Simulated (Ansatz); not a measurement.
The parent structure is ZnSe in the zinc blende structure (space group F-43m, No. 216; a = 5.7330 Å).

(Cell as relaxed with PBE.)

Levels (all Ansatz, a first-principles code, PAW): PBE (420 eV, no SOC); r2SCAN (500 eV, scalar-relativistic without spin-orbit coupling).

Each level relaxes its own structure.

| base | PBE | r2SCAN |
|---|---|---|
| volume per atom | 23.55 Å³ | 22.73 Å³ |
| lattice parameter a | 5.733 Å | 5.665 Å |
| band gap | 1.15 eV | 1.87 eV |

One thing is altered: W takes the place of Se on all its sites; the structure is relaxed again.

| quantity | PBE | r2SCAN |
|---|---|---|
| shortest interatomic distance | 2.420 Å | [?] |
| band gap | zero | [?] |

**Question.** Predict the r2SCAN column.

**Answer.** 
- shortest interatomic distance, r2SCAN: 2.396 Å
- band gap, r2SCAN: zero

PBE's shortest interatomic distance lies 0.024 Å above r2SCAN's (1.0 %); the two agree on the band gap. Neither level is exact; r2SCAN is the comparison here, not a measurement.

No phonon test of stability was made. As relaxed here, ZnW is a hypothetical phase, not in the database extracts checked. All final runs are without spin polarisation.
